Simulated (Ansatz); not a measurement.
## TiO2: response to strain

Base system: TiO₂ in the anatase structure (space group I4_1/amd, No. 141; a = 3.7698 Å, c = 9.5517 Å). Axes: x, y, z lie along a, b, c of the conventional cell.

Strains are applied to the cell and any free atomic positions relax; under biaxial strain the out-of-plane vector relaxes too.

All numbers come from PBEsol (Ansatz, a quantum-chemistry and plane-wave program; PAW; 420 eV plane waves; scalar-relativistic without spin-orbit coupling).

Notes on the quantities. energy relative to the base: free energy F.

```tsv
variant	energy relative to the base	band gap	out-of-plane strain
base	0 meV/atom	2.11 eV	–
biaxial strain −3.00 %, plane normal [001], relaxed out of plane	+17 meV/atom	2.46 eV	+5.10 %
biaxial strain −2.40 %, plane normal [001], relaxed out of plane	+11 meV/atom	2.39 eV	+4.03 %
biaxial strain −1.80 %, plane normal [001], relaxed out of plane	+6.3 meV/atom	[?]	+2.97 %
biaxial strain −1.20 %, plane normal [001], relaxed out of plane	+2.8 meV/atom	2.24 eV	+1.95 %
biaxial strain −0.60 %, plane normal [001], relaxed out of plane	[?]	2.17 eV	+0.95 %
```

Question: Complete the table.

Answer: 
- biaxial strain −1.80 %, plane normal [001], relaxed out of plane, band gap: 2.31 eV
- biaxial strain −0.60 %, plane normal [001], relaxed out of plane, energy relative to the base: +0.7 meV/atom

Whether these cells are dynamically stable was not tested. All final runs are without spin polarisation.
